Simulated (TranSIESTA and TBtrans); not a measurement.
**Ge chain with one bond stretched by 0.6 Å**

System: Ge chain with one bond stretched by 0.6 Å. Leads: straight Ge chain, spacing 2.544 Å. Geometry: as built, not relaxed.

TranSIESTA and TBtrans, PBE, DZP numerical orbitals (energy shift 0.15 eV), PseudoDojo norm-conserving scalar-relativistic potentials, mesh cutoff 200 Ry, 300 K, no spin polarisation, no spin-orbit coupling; self-consistent non-equilibrium Green functions.

```
Property                           Result
---------------------------------  ------
Conductance at 300 K (G0 = 2e²/h)    2.29
Mean T from −0.5 to 0.5 eV           2.14
```

Energies count from the leads' Fermi level. Transmissions are for one spin of a degenerate pair. The energy step is 0.01 eV; narrower resonances are cut or missed.

```csv
E (eV),T,lead channels
-2.00,0.74,1
-1.90,0.75,1
-1.80,0.76,1
-1.70,0.76,1
-1.60,0.77,1
-1.50,0.77,1
-1.40,0.78,1
-1.30,0.78,1
-1.20,0.79,1
-1.10,0.79,1
-1.00,0.80,1
-0.90,0.80,1
-0.80,0.91,3
-0.70,1.20,3
-0.60,1.44,3
-0.50,1.68,3
-0.40,1.91,3
-0.30,2.09,3
-0.20,2.21,3
-0.10,2.28,3
0.00,2.29,3
0.10,2.27,3
0.20,2.23,3
0.30,2.17,3
0.40,2.10,3
0.50,2.04,3
0.60,1.98,3
0.70,1.92,3
0.80,1.88,3
0.90,1.84,3
1.00,1.82,3
1.10,1.80,3
1.20,1.79,3
1.30,1.79,3
1.40,1.79,3
1.50,1.79,3
1.60,1.80,3
1.70,1.82,3
1.80,1.83,3
1.90,1.84,3
2.00,1.86,3
```

The straight chain is held at its spacing; free chains may zigzag or dimerise. No spin-polarised start was tried, so a magnetic state, if there is one, is missed.
